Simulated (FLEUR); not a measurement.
A self-consistent single point of CdAu (P1, 2 atoms in the cell) with FLEUR.

Method: PBEsol, all-electron FLAPW (FLEUR), scalar-relativistic valence run with FLEUR.

The change in words: atoms moved at random. Reference geometry:
```yaml
crystal:
  lattice:
    - [3.09033, 0.00000, 0.00000]
    - [-1.54516, 2.67630, 0.00000]
    - [0.00000, 0.00000, 4.60128]
  atoms:
    - { symbol: Cd, position: [0.00000, 0.00000, 0.00000] }
    - { symbol: Au, position: [0.33333, 0.66667, 0.50000] }
```

Reference input (self-consistent single point, DFT, PBEsol, all-electron FLAPW (FLEUR), scalar-relativistic valence): Kmax = 3.9 1/bohr; GmaxXC = 13.7 1/bohr; xcFunctional = PBEs; jspins = 1; l_soc = F; mode = hist; fermiSmearingEnergy = 0.00367493 Htr; mesh (inpgen div1-3) = 8 8 5; inpgen gamma flag = true; Gmax = 13.7 1/bohr; numbands = 0; maxIterBroyd = 15. This run's input differs from it in these lines:

```diff
@@ -10,4 +10,4 @@
 2
-48 -0.0000001667 0.0000001667 0.0000000000
-79 0.3333331667 0.6666668333 0.5000000000
+48 0.0057400000 0.0049120000 0.0046070000
+79 0.3275930000 0.6617550000 0.4953930000
 
@@ -77,3 +77,3 @@
       <atomGroup species="Cadmium (Cd)">
-         <relPos label="                   1">.0000000000 .0000000000 .0000000000</relPos>
+         <relPos label="                   1">.0057400000 .0049120000 .0046070000</relPos>
          <force calculate="T" relaxXYZ="TTT"/>
@@ -81,3 +81,3 @@
       <atomGroup species="Gold (Au)">
-         <relPos label="                   2">1.000/3.000 -1.000/3.000 1.000/2.000</relPos>
+         <relPos label="                   2">.3275930000 -.3382450000 .4953930000</relPos>
          <force calculate="T" relaxXYZ="TTT"/>
```

Output (repeated stretches shortened):

```
 Iteration:     1   Distance:      12.50721349 me/bohr^3
 Iteration:     2   Distance:      11.10279527 me/bohr^3
 Iteration:     3   Distance:       4.99985227 me/bohr^3
 Iteration:     4   Distance:       2.49911151 me/bohr^3
 Iteration:     5   Distance:       1.80714171 me/bohr^3
   [... 10 lines left out ...]
 Iteration:    16   Distance:       0.00009656 me/bohr^3
 Iteration:    17   Distance:       0.00005301 me/bohr^3
 Iteration:    18   Distance:       0.00001157 me/bohr^3
 Iteration:    19   Distance:       0.00000346 me/bohr^3
 Reset of history
 Run finished successfully
 Stop message:
   Structural relaxation: new displacements generated

[file out, last iteration]
             iter=     20
[...]
          total density-effective poten   -4.2807756609E+04
          total charge density-energy d   -5.1234610853E+02
 Updated energy parameters for spin:           1
[...]
 fermi energy and band-weighting factors:
    0.942581    0.949265    1.034024

[...]
FERMIE:
          first approx. to ef    (T=0)  :   0.333695 htr   (energy of the highest occ. eigenvalue)
          number of occ. states  (T=0)  :       2836
          first approx. to seigv (T=0)  : -20.074319 htr
          sum of weights of occ. states :  17.500000
          sum of semicore charge        :   0.000000 e
FERHIS:  Fermi-Energy by histogram:
          bandgap                     :   0.000251 htr
   [... lines left out ...]
          charge neutrality (T=0)     :   0.000000    (zero if the highest occ. eigenvalue is "entirely" occupied)
     EF_NEWTON:  Adjust Fermi-Energy by Newton-Method.
 Direct bandgap for spin            1 :    1.5468665609407073E-002  Htr
 ---->    free energy=                    -24636.1077482220 htr
   [... lines left out ...]
      extrapolation for T->0
 ---->    total electron energy=          -24636.1072871514 htr
 ***** TOTAL FORCES ON ATOMS *****
 TOTAL FORCE FOR ATOM TYPE=  1  X=  0.019   Y=  0.025   Z=  0.040
                       FX_TOT=-0.000514 FY_TOT=-0.000722 FZ_TOT=-0.004820
 TOTAL FORCE FOR ATOM TYPE=  2  X=  2.901   Y= -1.711   Z=  4.308
                       FX_TOT= 0.000514 FY_TOT= 0.000722 FZ_TOT= 0.004824
```

The run converged in 19 iterations. FLEUR gives forces in its relaxation mode, with a further iteration, so its stop message speaks of a relaxation. Against the reference run the free energy rises by 3.0 meV/atom and the largest force goes from 0.000 to 0.252 eV/Å.

The starting cell comes from a database of computed structures (which also holds hypothetical and non-ambient phases and stackings), without a prior relaxation at this level. For this run, on top of that: atoms moved at random. Spin-orbit coupling is off. Values depend on the basis (sphere radii, cutoffs, local orbitals), which need not be converged. The log's line on a gap gives a spacing of levels on this mesh, which the program prints for metals too.

Cost on one core of a shared machine: roughly 7 min.
